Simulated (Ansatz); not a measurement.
Calculation: PBE (plane waves to 420 eV, PAW; Ansatz, a first-principles code).

Electrostatic potential energy of an electron, averaged over planes parallel to the surface, in eV from the Fermi level, for a constructed model of the (100) surface of fcc Cu, c(2x2) layer of O, one a cell, on the site that continues the host's stacking (bottom of the slab: a bare face, its two planes held):

(z (Å), V (eV)): (3.83, 4.53); (4.12, 4.53); (4.42, 4.52); (4.71, 4.52); (5.01, 4.52); (5.30, 4.50); (5.59, 4.48); (5.89, 4.42); (6.18, 4.31); (6.48, 4.07); (6.77, 3.55); (7.07, 2.46); (7.36, -0.28); (7.66, -6.85); (7.95, -12.74); (8.24, -14.13); (8.54, -10.90); (8.83, -4.60); (9.13, -1.76); (9.42, -6.36); (9.72, -12.40); (10.01, -14.51); (10.31, -12.02); (10.60, -5.83); (10.89, -1.75); (11.19, -5.19); (11.48, -11.50); (11.78, -14.42); (12.07, -12.74); (12.37, -6.95); (12.66, -1.91); (12.96, -4.03); (13.25, -10.45); (13.54, -14.24); (13.84, -13.45); (14.13, -8.30); (14.43, -2.53); (14.72, -3.38); (15.02, -9.58); (15.31, -13.90); (15.61, -13.72); (15.90, -9.02); (16.19, -2.68); (16.49, -1.17); (16.78, -6.06); (17.08, -12.46); (17.37, -15.25); (17.67, -15.06); (17.96, -10.14); (18.26, -3.68); (18.55, 0.89); (18.84, 3.93); (19.14, 4.74); (19.43, 5.03); (19.73, 5.13); (20.02, 5.17); (20.32, 5.19); (20.61, 5.19); (20.91, 5.19); (21.20, 5.19); (21.49, 5.19); (21.79, 5.19); (22.08, 5.19); (22.38, 5.19)

Model: 13-atom slab, 10.1 Å thick at the start (thin: gaps and levels are the slab's own), 10x10x1 mesh, Fermi-Dirac 0.1 eV, dipole correction, 4 atoms held, the rest relaxed; held to the start's symmetry, so lower structures may exist; no spin, no spin-orbit, no U. It is one candidate, not shown to be the stable structure of the face.

The surface cell has an area of 13.18 Å². What dipole along the normal does the step between the two vacuum levels imply?

the top vacuum level lies 0.67 eV above the bottom one; p = −ε₀ A ΔV (ε₀ = 0.005526 e/(V·Å)) gives -0.05 e·Å a cell.
